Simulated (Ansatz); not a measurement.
Hf on the O site (Hf_O) in monoclinic HfO2 (start: the O(2) site; 96-site cell, 2×2×2 shifted sampling), charge +3. Computed with PBE, PAW (plane waves to 420 eV; Ansatz, an electronic-structure program).

| Property | Result |
|---|---|
| total energy of the defect cell | -554771.4577 eV |
| total energy of the perfect cell | -539573.7597 eV |
| μ(O) in O2 molecule in a box, atoms added −1 | -564.9684 eV |
| μ(Hf) in hcp Hf, atoms added +1 | -15721.3624 eV |
| Δμ(O), Hf-rich | -5.190 eV |
| Δμ(Hf), Hf-rich | 0.000 eV |
| valence-band maximum on the cell's zero | 13.691 eV |
| image correction with alignment | 1.733 eV |
| Fermi level above the maximum | 2.80 eV |

Work out the formation energy.

E_f = E(defect) − E(perfect) − Σ n μ + q (E_VBM + E_F) + E_corr = -15197.698 − (-15151.204) + (49.472) + (1.733) = 4.71 eV.
